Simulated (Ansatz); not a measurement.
Related cells compared by their density of states at the Fermi level.

Cell A: CdAu (CsCl type, Pm-3m), 2 atoms in the cell, k-point mesh 14×14×14 on the run's own vectors.
```yaml
crystal:
  lattice:
    - [3.35271, 0.00000, 0.00000]
    - [0.00000, 3.35271, 0.00000]
    - [0.00000, 0.00000, 3.35271]
  atoms:
    - { symbol: Cd, position: [0.00000, 0.00000, 0.00000] }
    - { symbol: Au, position: [0.50000, 0.50000, 0.50000] }
```

Cell B: CdAu (Pmma), 4 atoms in the cell; this is a cell whose start was taken from, or built on, an entry of a structure database, and that this text hasn't matched to a measured one, k-point mesh 16×10×10 on the run's own vectors.
```
CELL_PARAMETERS angstrom
      0.00000    -3.18625     0.00000
     -4.79714     0.00000     0.00000
      0.00000     0.00000    -4.91875
ATOMIC_POSITIONS crystal
  Cd 0.00000 0.25000 0.70333
  Cd 0.00000 0.75000 0.29667
  Au 0.50000 0.25000 0.19830
  Au 0.50000 0.75000 0.80170
```

All numbers come from Ansatz (an electronic-structure program), plane waves with PAW, its default PAW set, cutoff 500 eV. The structures are at rest with r2SCAN. Neutral cells; Fermi-Dirac smearing of at most 0.10 eV in the solids, energies taken to zero width. Spin-orbit coupling is left out. A dispersion term ran beside these levels; it doesn't touch the electrons. Both spins, broadened by a Gaussian of 0.2 eV on the run's mesh.

### Question
Give the density of states at the Fermi level (states/eV per atom) at the level r2SCAN, cell by cell.

### Answer
```tsv
system	r2SCAN
A	0.28
B	0.25
```

With r2SCAN the value differs by no more than 0.03 states/eV per atom between the cells.
